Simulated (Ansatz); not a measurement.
**Effect of biaxial strain +2.20 %, plane normal [001], relaxed out of plane on Al2O3**

Consider Al2O3 in the corundum structure (space group R-3c, No. 167; a = 4.7577 Å, c = 12.9923 Å (hexagonal axes)). Axes: x lies along a and z along c of the hexagonal cell.

It is then changed as follows: biaxial strain +2.20 %, plane normal [001], relaxed out of plane (Cartesian); in-plane vectors clamped, the third vector and the atoms free.

Calculations: Kohn–Sham DFT with the r2SCAN functional, run in Ansatz (a program for electronic structure) with PAW and 500 eV plane waves, scalar-relativistic without spin-orbit coupling, earlier PAW set. k-mesh 8×8×8 (Γ-centred); smearing 0.05 eV (Fermi–Dirac).

The volume per atom goes up by 0.29 Å³ to 8.78 Å³ and the space group stays R-3c (No. 167). The energy rises by 15 meV/atom and the pressure (mean of the normal stresses, compression positive) goes from zero to -82.5 kbar. The band gap falls by 0.70 eV to 6.45 eV and the gap character stays direct at Γ. The width of the top valence band rises by 0.17 eV to 0.82 eV and the electron mass amounts to 0.42 mₑ out of plane, 0.36 mₑ in plane (at Γ). The valence-band top at Γ (three highest levels, from the VBM) changes from 0.00, -0.05, -0.05 eV to 0.00, -0.31, -0.31 eV and the out-of-plane strain is -1.01 %. The ratio −ε⊥/ε∥ amounts to 0.46 and the mean in-plane stress (compression positive) comes out as -12.4 GPa.

Effective masses come from finite differences of ±0.01 Å⁻¹. Stability against distortions was not tested.
